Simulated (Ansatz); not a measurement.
**Sr₂BeN₂ (model structure, started from the Ca2ZnN2 type, I4/mmm, No. 139, 5 atoms in the cell): band gap by level of theory**

No measured value is used here.

```json
[
 {"level (code)": "LDA (Ansatz)", "value (eV)": "0.84"},
 {"level (code)": "PBE (Ansatz)", "value (eV)": "0.94"},
 {"level (code)": "r²SCAN+SOC (Ansatz)", "value (eV)": "(withheld)"},
 {"level (code)": "HSE06 (Ansatz)", "value (eV)": "1.87"},
 {"level (code)": "HSE06+SOC (Ansatz)", "value (eV)": "1.84 (direct)"}
]
```

### Question
Fill in the missing entries.

### Answer

- r²SCAN+SOC (Ansatz, an electronic-structure program), value (eV): 1.32 (direct)

Computed values are for a static lattice. Levels without +SOC have no spin–orbit coupling; where heavier elements are present it shifts gaps, mostly down, and can invert bands.  Values are at the PBEsol cell. Cutoffs and k meshes differ between the levels. Ansatz's density-functional and Hartree–Fock values are scalar-relativistic unless marked +SOC, with PAW data made under PBE.

A model structure was made by putting elements into a prototype or built by hand; it is no filed structure, need not be a known phase, and can be a saddle point held by its symmetry.
